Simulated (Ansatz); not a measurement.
The parent structure is LiNbO3 (space group R3c, No. 161).

```xyz
10
Lattice="2.5673 1.4822 4.6080 -2.5673 1.4822 4.6080 0.0000 -2.9645 4.6080" Properties=species:S:1:pos:R:3 pbc="T T T"
Li     0.0000     0.0000     3.8815
Li     0.0000     0.0000    10.7936
Nb     0.0000     0.0000    13.8019
Nb     0.0000     0.0000     6.8898
O     -0.6435    -1.4348     5.4740
O      1.5643     0.1601     5.4740
O     -0.9208     1.2747     5.4740
O     -1.6465    -0.2076     7.7780
O      0.6435     1.5297     7.7780
O      1.0030    -1.3222     7.7780
```

Cartesian axes are those of the cell as printed.

All numbers come from PBEsol/PAW in Ansatz (a first-principles code), no spin-orbit coupling.

The change: the cell is compressed by 2.25 % along x with no lateral relaxation, atoms relaxed at fixed cell.

Q: Predict the stress tensor and what it implies for the stiffness.

A: Stress of the strained cell less that of the base (GPa, compression positive):
```
   4.76    0.00    0.00
   0.00    1.52    0.19
   0.00    0.19    1.71
```

Then −Δσ_ii/ε with ε = -0.0225 gives secant stiffness values (nonlinear terms included at this strain): C11 ≈ 211 GPa, C12 ≈ 67 GPa and C13 ≈ 76 GPa.

Whether these cells are dynamically stable was not tested.
